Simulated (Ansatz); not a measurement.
Levels about the gap of amorphous Si30N44Hf3 (77 atoms in a cell of 870 Å³, 3.81 g/cm³; zone centre alone, so wide bands show as single levels with stretches between that a denser mesh fills), at the geometry that PBE relaxed, where it gives 0.8 GPa on a denser mesh. The participation number counts the atoms over which a state spreads; weights are charges in smoothed Voronoi cells. The levels come from a single point, so bond lengths are those of that geometry. Method of the levels: r2SCAN, scalar-relativistic without spin-orbit coupling (Ansatz, a first-principles code). Sampling: the zone centre alone; Fermi-Dirac width 0.02 eV; no spin polarisation. At PBE the levels at the filled edge of the gap are localised (band-tail or defect states), and the nearest spread-out levels lie 2.9 eV apart at the zone centre.

It comes from a melt-quench run on a machine-learned potential (CHGNet), relaxed afterwards by DFT. N atoms were pushed apart under 1.9 Å during the dynamics, to hinder bonds among them. The hot cell started wider than the set density and was brought back towards it in steps. It is the lowest in DFT energy of 2 quenches. It is a model cell: composition and starting density were chosen by hand, and all elements were melted together. No dispersion term was used. Its density started from a set value of 3.81 and ended at 3.81 g/cm³. The quench (nominally 450 K/ps over its main leg) was far faster than any real one, so the model tends to hold more defects than a real film. Values belong to this one cell and scatter from quench to quench. The volume was held where the preparation left it and the shape relaxed, at a PBE pressure of 0.8 GPa. Stress components on the final sampling reach 0.9 GPa.

| E - E(highest filled), eV | filling | participation number | largest on | weight N | weight Hf | weight Si |
|---|---|---|---|---|---|---|
| -0.76 | filled | 17.0 | N, 3 neighbours | 0.89 | 0.01 | 0.10 |
| -0.70 | filled | 24.8 | N, 3 neighbours | 0.88 | 0.02 | 0.10 |
| -0.61 | filled | 19.2 | N, 3 neighbours | 0.89 | 0.02 | 0.09 |
| -0.53 | filled | 14.8 | N, 3 neighbours | 0.89 | 0.01 | 0.09 |
| -0.33 | filled | 17.6 | N, 3 neighbours | 0.90 | 0.02 | 0.09 |
| -0.22 | filled | 13.6 | N, 3 neighbours | 0.91 | 0.01 | 0.08 |
| 0.00 | filled | 9.3 | N, 3 neighbours | 0.89 | 0.03 | 0.08 |
| 3.02 | empty | 31.0 | Hf, 5 neighbours | 0.49 | 0.13 | 0.38 |
| 3.26 | empty | 9.2 | Hf, 5 neighbours | 0.36 | 0.44 | 0.20 |
| 3.51 | empty | 12.4 | Hf, 6 neighbours | 0.38 | 0.30 | 0.32 |
| 3.68 | empty | 12.3 | Hf, 5 neighbours | 0.40 | 0.33 | 0.27 |
| 3.84 | empty | 7.8 | Hf, 5 neighbours | 0.34 | 0.51 | 0.15 |
| 3.86 | empty | 20.0 | Hf, 5 neighbours | 0.43 | 0.25 | 0.32 |
| 3.96 | empty | 13.8 | Hf, 6 neighbours | 0.39 | 0.34 | 0.27 |

Most localised among these is the empty level at +3.84 eV, on a Hf atom, which has 5 neighbours (N 2.04 Å, N 2.07 Å, N 2.18 Å, N 2.24 Å, N 2.32 Å).
